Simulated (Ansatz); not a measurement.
Base system: PbSe in the rock salt structure (space group Fm-3m, No. 225; a = 6.102 Å). Axes: x, y, z lie along the cube axes.

Method: PBEsol (Ansatz, a program for electronic structure), no SOC.

Base values:

The pressure is 0.0 kbar.

Now apply this change: biaxial strain −4.53 %, plane normal [001], relaxed out of plane (Cartesian); in-plane vectors clamped, the third vector and the atoms free.

**Question.** What happens to the pressure and out-of-plane strain?

**Answer.** The pressure (mean of the normal stresses, compression positive) goes from zero to 60.2 kbar; the out-of-plane strain comes out as +0.76 %.

Stability against distortions was not tested.
